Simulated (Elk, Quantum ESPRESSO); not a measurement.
## Equation of state of zinc-blende BeTe (space group 216): energy against volume (Elk, PBE)

```
BeTe
1.0
    0.00000     2.76495     2.76495
    2.76495     0.00000     2.76495
    2.76495     2.76495     0.00000
Be Te
1 1
Direct
  0.00000   0.00000   0.00000
  0.75000   0.75000   0.75000
```

Method of the run: PBE, all-electron FP-LAPW, Elk's shipped species files, APW+lo basis with extra local orbitals (Elk 10.2.4). Settings: xctype = 20; rgkmax = 9.12; stype = 3; swidth = 0.000367493 Ha; ngridk = 10 10 10; tforce = true; gmaxvr = 18 1/bohr; lmaxapw = 10; lmaxo = 8; nxlo = 2; lorbcnd = true; lradstp = 2; nrmtscf = 2; lmaxi = 4; sphere radii = {Be: 1.8, Te: 2.6} bohr. The cell above is the first row's. The rows scale it uniformly. In all rows fractional positions and the k mesh are held. E is the free energy at the stated smearing, counted from the lowest row.

```
V (Å^3/atom)  E (meV/atom)
------------  ------------
21.138                   ?
21.597               10.15
22.057                3.20
22.516                0.00
22.976                0.25
23.435                3.58
23.895                9.70
24.354               18.30
24.814               29.21
```

### Question
Fit E against V with the third-order Birch-Murnaghan form, a cubic in V^(-2/3), and predict the withheld value at V = 21.138.

### Answer
With u = V^(-2/3) - 0.123, the rows have u = 0.005945, 0.004146, 0.002412, 0.000732, -0.000888, -0.002461, -0.003980, -0.005456. Least squares gives E = 1.381 - 1959.8·u + 576745·u² + 197720·u³. Residuals (row less fit): -0.005, 0.016, -0.012, -0.006, 0.004, 0.006, -0.004, 0.000; standard error 0.012 (degrees of freedom: 4). Its minimum lies at u = 0.001698, so V0 = (0.124698)^(-3/2) = 22.71. There d²E/du² = 1156000 and d³E/du³ = 1186000, so B0 = (4/9) × 22.71^(-7/3) × 1156000 × 0.160218 = 56.3 GPa (the last factor turns the table's units into GPa), and B0' = 4 + (2/3) × 0.124698 × (1186000)/1156000 = 4.1. At the withheld row, u = 0.007805, so E = 1.381 - 1959.8 × 0.007805 + 576745 × 0.007805² + 197720 × 0.007805³ = 21.313 meV/atom. The calculation gives 21.31 meV/atom, which the fit meets to the printed digits. The row lies outside the fitted rows, so this is an extrapolation. From the scatter of the fitted rows alone, a prediction at this place has a standard error of 0.034 meV/atom, so the miss is 0.1 times that.

Carrying the step between the two nearest rows on in a straight line would have given 17.08, off by 4.23; series whose last step already gives the withheld value aren't shown. The scan was laid around a cell of about the measured size, scaled by a guess for this functional. The runs keep the symmetry of the cell, so they don't test it for distortions. A plane-wave scan with the same functional (Quantum ESPRESSO, GBRV) gives V0 = 22.77 Å^3/atom and B0 = 56.9 GPa; a Birch-Murnaghan fit to all rows here lies -0.3 % from it in V0 and -1 % in B0; the two differ in basis, and may differ in potentials and mesh. Values depend on the basis (sphere radii, cutoffs, local orbitals), which need not be converged. Spin-orbit coupling is off. Sphere radii are the same in all rows. Cutoffs and mesh are single choices, not tested for convergence of this quantity. Series with a scatter that would blur these digits, or in which a gap closes, are not shown. Nor are scans whose minimum lies at an end fitted in this form.
